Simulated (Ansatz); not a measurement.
Effect of uniaxial stress, 8 GPa compression along z on MoP

Start from MoP (space group P-6m2, No. 187; a = 3.242 Å, c = 3.194 Å). Axes: x lies along a and z along c of the hexagonal cell.

Modification: uniaxial stress, 8 GPa compression along z; all other stress components relax to zero.

Calculations: Ansatz (a first-principles code) PBE, without spin-orbit coupling. Settings: 16×16×15 k-points, 0.05 eV Fermi–Dirac smearing.

| quantity | base | changed | shift |
|---|---|---|---|
| volume per atom | 14.53 Å³ | 14.44 Å³ | -0.098 Å³ |
| shortest interatomic distance | 2.460 Å | 2.449 Å | -0.011 Å |
| energy relative to the base (free energy F) | 0 meV/atom | +7.3 meV/atom | +7.3 meV/atom |
| band gap | zero | zero | – |
| strain response (xx, yy, zz) (rough) | – | (+0.69, +0.69, −2.02) % | – |

Without a gap, meshes like the base's 16×16×15 leave anisotropic stresses uncertain by several tenths of a GPa, and small strain energies with them. Stability under load was not tested beyond the relaxation. All final runs are without spin polarisation. An odd electron count without spin: MoP.
